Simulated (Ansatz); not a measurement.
Results of r²SCAN+SOC in Ansatz (PAW) for cubic perovskite CsCaF3.

Numerical settings: plane-wave cutoff 560 eV, 8×8×8 k mesh, Fermi–Dirac smearing 0.01 eV, PAW data made under PBE.

The direct gap at Γ against volume; x = 100 ln(V/18.430 Å³). One gap is withheld.

| V (Å³/atom) | x | gap (eV) |
|---|---|---|
| 17.324 | -6.19 | 8.409 |
| 17.693 | -4.08 | 8.272 |
| 18.061 | -2.02 | 8.140 |
| 18.430 | 0.00 | 8.014 |
| 18.799 | 1.98 | 7.892 |
| 19.167 | 3.92 | 7.775 |
| 19.536 | 5.83 | ? |

Fit a straight line to the rows shown, give the volume deformation potential and predict the withheld gap.

Means of the 6 rows: x̄ = -1.065, ȳ = 8.0837 eV. Σ(x − x̄)(y − ȳ) = -4.4855 and Σ(x − x̄)² = 71.524, so the slope is -0.0627 eV per unit of x, and dE_g/d ln V = -6.3 eV. At x = 5.83: 8.0837 + (-0.0627) × (5.83 − (-1.065)) = 7.651 eV. The run gives 7.662 eV, 0.011 eV above the line, as the curve bends the same way over all rows.

Note: the relaxation could not lower the start's symmetry, so the cell can be a saddle point above a distorted one.

Ansatz is a program for electronic structure.
